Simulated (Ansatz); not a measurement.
## Ansatz run on Sr₂LuNbO₆ (P2_1/c, 20 atoms in the cell): self-consistent single point

Method: PBEsol, default PAW files made with PBE (plane waves; Ansatz, a quantum-chemistry and plane-wave program).

The input file:

Ansatz 0.2 input:
```yaml
crystal:
  lattice:
    - [5.85405000, 0.00000000, 0.00000000]
    - [0.00000000, 5.85254000, 0.00000000]
    - [-5.83306400, 0.00000000, 8.28291300]
  atoms:
    - { symbol: Sr, position_ang: [-2.89413459, 2.77656203, 6.23471427] }
    - { symbol: Sr, position_ang: [2.91512059, 3.07597797, 2.04819873] }
    - { symbol: Sr, position_ang: [-0.00141141, 5.70283203, 6.18965523] }
    - { symbol: Sr, position_ang: [0.02239741, 0.14970797, 2.09325777] }
    - { symbol: Lu, position_ang: [-2.91653200, 0.00000000, 4.14145650] }
    - { symbol: Lu, position_ang: [0.00000000, 2.92627000, 0.00000000] }
    - { symbol: Nb, position_ang: [0.01049300, 2.92627000, 4.14145650] }
    - { symbol: Nb, position_ang: [2.92702500, 0.00000000, 0.00000000] }
    - { symbol: O, position_ang: [-1.15637326, 1.28638829, 4.42721700] }
    - { symbol: O, position_ang: [1.17735926, 4.56615171, 3.85569600] }
    - { symbol: O, position_ang: [-1.73917274, 4.21265829, 7.99715250] }
    - { symbol: O, position_ang: [1.76015874, 1.63988171, 0.28576050] }
    - { symbol: O, position_ang: [-1.29613281, 1.19163567, 7.95308740] }
    - { symbol: O, position_ang: [1.31711881, 4.66090433, 0.32982560] }
    - { symbol: O, position_ang: [-1.59941319, 4.11790567, 4.47128210] }
    - { symbol: O, position_ang: [1.62039919, 1.73463433, 3.81163090] }
    - { symbol: O, position_ang: [-3.33226656, 0.08228671, 6.29816139] }
    - { symbol: O, position_ang: [3.35325256, 5.77025329, 1.98475161] }
    - { symbol: O, position_ang: [0.43672056, 3.00855671, 6.12620811] }
    - { symbol: O, position_ang: [-0.41573456, 2.84398329, 2.15670489] }
kpoints:
  mp_grid:
    grid: [3, 3, 2]
hamiltonian:
  xc: pbesol
  pseudopotentials:
    kind: paw
scf:
  occupations:
    method: gaussian
    width: 0.01
output:
  forces: true
  eigenvalues: true
  stress: true
```

Output (repeated stretches shortened):

```
WARN basis.ecutwfc = 420 eV, the default
WARN ansatz: RAYON_NUM_THREADS=1 ignored (pool sized by the plan → 1); use --threads N
Pseudopotentials: kind: paw
Pseudopotential: Sr, paw, valence charge 10
Pseudopotential: Lu, paw, valence charge 25
Pseudopotential: Nb, paw, valence charge 13
Pseudopotential: O, paw, valence charge 6
Crystal: 20 atoms, lattice volume = 283.781 Å³
Basis set: ecut = 420 eV, 5511 PW (Γ), exchange–correlation on 80×80×144 points (8 copies of the dense FFT grid, shifted against one another)
Bands: 114, of which v1, the nominal top of the filled ones, is band 94 counted from 1 (93 counted from 0)
Symmetry: 4 space group operations
Space group: P21/c (ITA 14), of the structure as read, at distance tolerance 6.6e-5 Å
k-points: 8 of 18
PAW frozen core: Sr, regenerated for the run's functional, and the local potential with it
PAW frozen core: Lu, regenerated for the run's functional, and the local potential with it
PAW frozen core: Nb, regenerated for the run's functional, and the local potential with it
PAW frozen core: O, regenerated for the run's functional, and the local potential with it
Initial density: superposition of atomic densities (neutral atoms: chi_scale 0, normalization atom), corrected by the library's trained network
Initial wavefunctions: pseudopotential atomic-orbital guess
Eigensolver: davidson
Functional: x = pbesol(κ = 0.804, μ = 0.12345679012345678), c = pbesol(β = 0.046)
SCF iter   1: F=—  HF=-58945.741991 eV  |F-HF|=—  |Δ(HF+E_count)|=         —  Δρ=1.52e-2  dr2=5.56e-1  ethr=1.77e-3  ⟨swp⟩=10.4  Hψ=5628  notcnv=0  defer=7
all-band conjugate gradients solve this SCF's bands
preconditioner: auto → Resta (q_TF=auto, 2.547 Å⁻¹)
SCF iter   2: F=—  HF=-58945.626636 eV  |F-HF|=—  |Δ(HF+E_count)|=   1.15e-1  Δρ=3.38e-3  dr2=3.76e-2  ethr=2.96e-4  ⟨swp⟩=2.6  Hψ=1540  notcnv=0  defer=111
SCF iter   3: F=—  HF=-58945.619603 eV  |F-HF|=—  |Δ(HF+E_count)|=   7.03e-3  Δρ=1.05e-3  dr2=2.72e-3  ethr=2.00e-5  ⟨swp⟩=4.0  Hψ=1687  notcnv=0  defer=111
SCF iter   4: F=—  HF=-58945.619759 eV  |F-HF|=—  |Δ(HF+E_count)|=   1.56e-4  Δρ=4.25e-4  dr2=4.11e-4  ethr=1.44e-6  ⟨swp⟩=3.0  Hψ=1788  notcnv=0  defer=111
SCF iter   5: F=—  HF=-58945.619381 eV  |F-HF|=—  |Δ(HF+E_count)|=   3.78e-4  Δρ=1.13e-4  dr2=4.85e-5  ethr=2.19e-7  ⟨swp⟩=3.0  Hψ=1821  notcnv=0  defer=111
SCF iter   6: F=—  HF=-58945.619309 eV  |F-HF|=—  |Δ(HF+E_count)|=   7.18e-5  Δρ=4.67e-5  dr2=6.87e-6  ethr=2.58e-8  ⟨swp⟩=3.0  Hψ=2057  notcnv=0  defer=111
SCF iter   7: F=—  HF=-58945.619311 eV  |F-HF|=—  |Δ(HF+E_count)|=   1.61e-6  Δρ=9.31e-6  dr2=2.98e-7  ethr=3.65e-9  ⟨swp⟩=2.0  Hψ=1372  notcnv=0  defer=111
SCF iter   8: F=—  HF=-58945.619311 eV  |F-HF|=—  |Δ(HF+E_count)|=   1.77e-7  Δρ=4.34e-6  dr2=5.17e-8  ethr=5.32e-11  ⟨swp⟩=16.9  Hψ=7268  notcnv=0
SCF iter   9: F=-58945.619311 eV  HF=-58945.619311 eV  |F-HF|=1.24e-8  |Δ(HF+E_count)|=   4.46e-8  Δρ=1.87e-6  dr2=6.92e-9  ethr=2.75e-11  ⟨swp⟩=6.4  Hψ=4012  notcnv=0
SCF 1 converged in 9 iterations: F = -58945.619311 eV  dr2 = 6.92e-9
SCF converged after 9 iterations
Free energy (F): -58945.619311 eV
Harris-Foulkes:  -58945.619311 eV  (|F-HF|=1.24e-8)
Internal energy: -58945.619311 eV  (E = F + TS)
E sigma→0 (E₀):  -58945.619311 eV
Fermi energy:    10.709897 eV
--- Per-component energies (eV) ---
  E_band       = -514.528368
  E_kinetic    = 4700.372203
  E_local      = -23289.374768  (includes V_loc(G=0)·N_el)
  E_nonlocal   = 2785.670357
  E_hartree    = 9056.285424
  E_xc         = -2350.048122
  E_vxc        = -2717.454602  (∫ρ·V_xc dr)
  E_paw        = -32946.003074  (= ΣΔE_a)
  E_vpaw       = -106.341898  (= ΣTr[D̂ρ^β])
  E_aug_tail   = 0.029118  (compensation charges beyond the density's cutoff)
  E_ewald      = -16906.273046
  E_core_change = 3.722598  (= ΣΔE_core)
  E_smearing   = -0.000000  (= −TS)
  E_closure    = -0.000000  (closes the sum)
  Σ components = -58945.619311   (vs F -58945.619311, Δ=0.00e0)
--- Forces (eV/Å), atoms counted from 1 ---
  atom   1  Sr     0.05030001    -0.09053417    -0.01991237
  atom   2  Sr    -0.05030001     0.09053417     0.01991237
  atom   3  Sr    -0.05030001    -0.09053417     0.01991237
  atom   4  Sr     0.05030001     0.09053417    -0.01991237
  atom   5  Lu     0.00000000     0.00000000     0.00000000
  atom   6  Lu     0.00000000     0.00000000     0.00000000
  atom   7  Nb     0.00000000     0.00000000     0.00000000
  atom   8  Nb     0.00000000     0.00000000     0.00000000
  atom   9  O      0.39006093     0.53996755     0.04385454
  atom  10  O     -0.39006093    -0.53996755    -0.04385454
  atom  11  O     -0.39006093     0.53996755    -0.04385454
  atom  12  O      0.39006093    -0.53996755     0.04385454
  atom  13  O     -0.48793012    -0.44784014     0.12146425
  atom  14  O      0.48793012     0.44784014    -0.12146425
  atom  15  O      0.48793012    -0.44784014    -0.12146425
  atom  16  O     -0.48793012     0.44784014     0.12146425
  atom  17  O      0.06457093     0.05237987     0.65591277
  atom  18  O     -0.06457093    -0.05237987    -0.65591277
  atom  19  O     -0.06457093     0.05237987    -0.65591277
  atom  20  O      0.06457093    -0.05237987     0.65591277
  max |Σ_I F_I| component: 1.11e-16 eV/Å
--- Stress (GPa, compression-positive) ---
       -7.187348       0.000000       0.028997
        0.000000      -6.715068       0.000000
        0.028997       0.000000      -7.047202
  P = ⅓ Tr σ = -6.9832 GPa (-69.832 kbar)
  The stress holds the Pulay correction. Without it, at fixed plane waves, as pw.x and ABINIT print it: P = -7.5432 GPa
--- Band table (eV; the first three rows and the last of 8) ---
  k-point 0: bands = ["-45.2871", "-45.2871", "-43.5866", "-43.5866", "-23.2434", "-23.2360", "-23.2220", "-23.2128", "-21.4455", "-21.4431", "-21.4326", "-21.4322", "-21.4293", "-21.4281", "-14.6014", "-14.5980", "-14.5747", "-14.5717", "-14.5612", [...]
  k-point 1: bands = ["-45.2871", "-45.2871", "-43.5866", "-43.5866", "-23.2397", "-23.2397", "-23.2173", "-23.2173", "-21.4442", "-21.4442", "-21.4324", "-21.4324", "-21.4287", "-21.4287", "-14.6017", "-14.6017", "-14.5736", "-14.5736", "-14.5624", [...]
  k-point 2: bands = ["-45.2871", "-45.2871", "-43.5866", "-43.5866", "-23.2392", "-23.2294", "-23.2285", "-23.2178", "-21.4444", "-21.4431", "-21.4323", "-21.4322", "-21.4288", "-21.4283", "-14.6026", "-14.6008", "-14.5762", "-14.5747", "-14.5636", [...]
  k-point 7: bands = ["-45.2871", "-45.2871", "-43.5866", "-43.5866", "-23.2367", "-23.2314", "-23.2265", "-23.2208", "-21.4444", "-21.4440", "-21.4315", "-21.4314", "-21.4288", "-21.4286", "-14.6025", "-14.6012", "-14.5746", "-14.5735", "-14.5642", [...]
```

The run converged in 9 iterations.

The starting cell comes from a database of computed structures (which also holds hypothetical and non-ambient phases and stackings), without a prior relaxation at this level. Spin-orbit coupling is off. With a pressure of about -7 GPa the cell is away from its equilibrium volume at this level. Ansatz's pressure includes its estimate of the finite-basis (Pulay) stress. Without the estimate this run gives -7.54 GPa.
